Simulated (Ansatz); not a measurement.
Given:

```yaml
crystal:
  lattice:
    - [3.41457, 0.00000, 0.00000]
    - [-1.70728, 2.95710, 0.00000]
    - [0.00000, 0.00000, 8.65107]
  atoms:
    - { symbol: P, position: [0.00000, 0.00000, 0.78623] }
    - { symbol: P, position: [0.33333, 0.66667, 0.38650] }
    - { symbol: P, position: [0.66667, 0.33333, 0.08608] }
    - { symbol: B, position: [0.00000, 0.00000, 0.01461] }
    - { symbol: Al, position: [0.33333, 0.66667, 0.66252] }
    - { symbol: B, position: [0.66667, 0.33333, 0.31405] }
```

No spin polarisation.

The values are results of PBE in Ansatz (plane waves to 420 eV, PAW, spin-orbit coupling left out), not measurements. k-mesh 11×11×4 (Γ-centred); smearing 0.05 eV (Fermi–Dirac).

Task: Predict the band gap and valence-band top at Γ.

Result: The band gap is 0.21 eV and the valence-band top at Γ (three highest levels, from the VBM) is 0.00, 0.00, -1.26 eV.

These are small ordered cells, not random alloys; other orderings at the same x differ. Whether these cells are dynamically stable was not tested. The cell was made from BP by this change: x(Al) = 0.333, 6 atoms, P3m1. The zero or small gap of AlB2P3 can change with the level of theory.

Ansatz is a program for electronic structure.
